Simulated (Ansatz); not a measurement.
**Short convergence ladders for LaNiGe3 (I4mm, 5 atoms in the cell)**

```
CELL_PARAMETERS angstrom
     -2.19443     2.19443     4.82653
      2.19443    -2.19443     4.82653
      2.19443     2.19443    -4.82653
ATOMIC_POSITIONS crystal
  La 0.57708 0.57708 0.00000
  Ni 0.23409 0.23409 0.00000
  Ge 0.82993 0.32993 0.50000
  Ge 0.32993 0.82993 0.50000
  Ge 0.99096 0.99096 0.00000
```

Base method: LDA (PW92), default PAW files made with PBE (plane waves; Ansatz, an electronic-structure program).

Base settings: basis.ecutwfc = 420 eV; kpoints.mp_grid.grid = 8 8 8; hamiltonian.xc = lda; hamiltonian.pseudopotentials = {kind: paw} (the program's default PAW files); scf.occupations.method = gaussian; scf.occupations.width = 0.1 eV.

The count of work is k-points × plane waves × bands × iterations; it is no time. Core times come from one kind of shared machine, to one figure; runs under 30 s give none.

**The k-point mesh**

The second cell is the first with its lattice scaled by 0.98.

Only quantities that move along the ladder and can be compared are tabulated.

```csv
kpoints.mp_grid.grid,free energy less the last step's (meV/atom),energy of the compressed cell less the first (meV/atom),pressure (GPa),largest difference of a force vector from the last step's (eV/Å),count of work / last,core time / last (rough)
2 2 2,79.75,-13.62,-4.97,1.247,0.016,–
4 4 4,21.74,-7.58,-4.15,0.224,0.047,–
6 6 6,6.86,-8.19,-4.23,0.035,0.12,–
8 8 8,-0.77,-9.04,-4.37,0.015,0.24,–
9 9 9,-1.98,-8.89,-4.35,0.025,0.31,0.3
11 11 11,0.29,-9.16,-4.37,0.035,0.52,0.5
14 14 14,0.00,-8.73,-4.32,0.000,1.0,1
```

Coarsest kpoints.mp_grid.grid that holds the forces within 0.02 eV/Å: not settled: the last two steps still differ by 0.035 eV/Å, over half the tolerance, so the ladder does not show it.

Coarsest kpoints.mp_grid.grid that holds the free energy within 5 meV/atom of the last step, with all finer ones: 8 8 8, at 0.24 of the last step's count of work; the step before is off by 6.9 meV/atom.

Coarsest kpoints.mp_grid.grid that holds the energy of the compressed cell less the first within 1 meV/atom of the last step, with all finer ones: 6 6 6, at 0.12 of the last step's count of work; the step before is off by 1.1 meV/atom.

The energy difference between the two cells stays within 1 meV/atom of the last step's from 6 6 6 on, the total only from 11 11 11 on: much of the error is common to both cells and cancels.

**The k-point mesh at a smearing width of 0.05 eV**

In this ladder: scf.occupations.width = 0.05 eV.

Only quantities that move along the ladder and can be compared are tabulated.

| kpoints.mp_grid.grid | free energy less the last step's (meV/atom) | pressure (GPa) | largest difference of a force vector from the last step's (eV/Å) | count of work / last | core time / last (rough) |
|---|---|---|---|---|---|
| 4 4 4 | 22.05 | -4.13 | 0.237 | 0.016 | – |
| 6 6 6 | 7.45 | -4.23 | 0.037 | 0.036 | – |
| 8 8 8 | -0.59 | -4.37 | 0.017 | 0.071 | – |
| 12 12 12 | 1.02 | -4.36 | 0.039 | 0.22 | 0.2 |
| 14 14 14 | 0.36 | -4.32 | 0.012 | 0.34 | 0.3 |
| 21 21 21 | 0.00 | -4.33 | 0.000 | 1.0 | 1 |

Coarsest kpoints.mp_grid.grid that holds the forces within 0.02 eV/Å: not settled: the last two steps still differ by 0.012 eV/Å, over half the tolerance, so the ladder does not show it.

Coarsest kpoints.mp_grid.grid that holds the free energy within 2 meV/atom of the last step, with all finer ones: 8 8 8, at 0.071 of the last step's count of work; the step before is off by 7.5 meV/atom.

Coarsest kpoints.mp_grid.grid that holds the pressure within 0.05 GPa of the last step, with all finer ones: 8 8 8, at 0.071 of the last step's count of work; the step before is off by 0.10 GPa.

**The mesh under tetrahedron occupations**

In this ladder: scf.occupations.method = tetrahedron; scf.occupations.width = default.

Only quantities that move along the ladder and can be compared are tabulated.

| kpoints.mp_grid.grid | free energy less the last step's (meV/atom) | largest difference of a force vector from the last step's (eV/Å) | count of work / last | core time / last (rough) |
|---|---|---|---|---|
| 5 5 5 | 9.71 | 0.027 | 0.029 | – |
| 7 7 7 | -0.91 | 0.025 | 0.062 | – |
| 10 10 10 | -0.01 | 0.008 | 0.16 | 0.2 |
| 16 16 16 | 0.00 | 0.002 | 0.54 | 0.6 |
| 20 20 20 | 0.00 | 0.000 | 1.0 | 1 |

Coarsest kpoints.mp_grid.grid that holds the forces within 0.02 eV/Å of the last step, with all finer ones: 10 10 10, at 0.16 of the last step's count of work and about 0.2 of the last step's time; the step before is off by 0.025 eV/Å.

Coarsest kpoints.mp_grid.grid that holds the free energy within 5 meV/atom of the last step, with all finer ones: 7 7 7, at 0.062 of the last step's count of work; the step before is off by 9.7 meV/atom.

On the base run: the starting cell comes from a database of computed structures (which also holds hypothetical and non-ambient phases and stackings), without a prior relaxation at this level. Its lattice was rescaled by up to half a per cent. One atom was moved a little off its site on purpose. Spin polarisation is off. In the base run, with a pressure of about -4 GPa the cell is away from its equilibrium volume at this level. Ansatz's pressure includes its estimate of the finite-basis (Pulay) stress.

Keys are those of Ansatz 0.2.
